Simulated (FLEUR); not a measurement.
# A short convergence ladder for CdSe (R3m, 2 atoms in the cell)

```
CELL_PARAMETERS angstrom
      0.00000     3.04013     3.04013
      3.04013     0.00000     3.04013
      3.04013     3.04013     0.00000
ATOMIC_POSITIONS crystal
  Cd 0.00475 0.00475 0.00475
  Se 0.25000 0.25000 0.25000
```

Base method: FLEUR with LDA (Perdew-Zunger), all-electron FLAPW (FLEUR), scalar-relativistic valence.

Base settings: Kmax = 4 1/bohr; GmaxXC = 20 1/bohr; xcFunctional = pz; jspins = 1; l_soc = F; mode = hist; fermiSmearingEnergy = 0.00036749 Htr; mesh (inpgen div1-3) = 3 3 3; inpgen gamma flag = false; Gmax = 20 1/bohr.

**The density cutoff**

Moved along: GmaxXC.

The mesh stays at the base's, so the ladder's end is converged at best in this setting alone.

Only quantities that move along the ladder and can be compared are tabulated; the gap is left out on so coarse a mesh.

| Gmax | free energy less the last step's (meV/atom) |
|---|---|
| 8 1/bohr | -1.03 |
| 8.9 1/bohr | 0.33 |
| 9.8 1/bohr | 0.18 |
| 11.3 1/bohr | -0.04 |
| 12.6 1/bohr | 0.01 |
| 13.9 1/bohr | -0.01 |
| 16 1/bohr | 0.00 |
| 20 1/bohr | 0.00 |

Coarsest Gmax that holds the free energy within 0.5 meV/atom of the last step, with all finer ones: 8.9 1/bohr; the step before is off by 1.0 meV/atom.

On the base run: the starting cell has typed, rounded lattice constants, without a prior relaxation at this level. Its lattice was rescaled by up to half a per cent. One atom was moved a little off its site on purpose. Values depend on the basis (sphere radii, cutoffs, local orbitals), which need not be converged.
